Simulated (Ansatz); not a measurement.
Take TiO₂ in the anatase structure (space group I4_1/amd, No. 141; a = 3.770 Å, c = 9.552 Å) as the base. Axes: x, y, z lie along a, b, c of the conventional cell.

Level of theory: DFT with PBEsol, PAW potentials and a 420 eV plane-wave cutoff in Ansatz (a quantum-chemistry and plane-wave program), scalar-relativistic without spin-orbit coupling.

Now apply this change: an isotropic linear strain of +3.00 %, atoms relaxed at fixed cell.

### Question
Predict the stress tensor and what it implies for the stiffness.

### Answer
Stress of the strained cell less that of the base (GPa, compression positive):
```
 -15.62    0.00    0.00
   0.00  -15.62    0.00
   0.00    0.00  -12.63
```

Then B = −ΔP/(ΔV/V₀) with ΔV/V₀ = 0.0927 gives secant stiffness values (nonlinear terms included at this strain): B (at held cell shape, above the free-shape value) ≈ 158 GPa.

As a check, the harmonic strain energy −½ V₀ Δσ:ε is 46 meV/atom; the computed energy rise is 52 meV/atom.

Stability against distortions was not tested. All final runs are without spin polarisation.
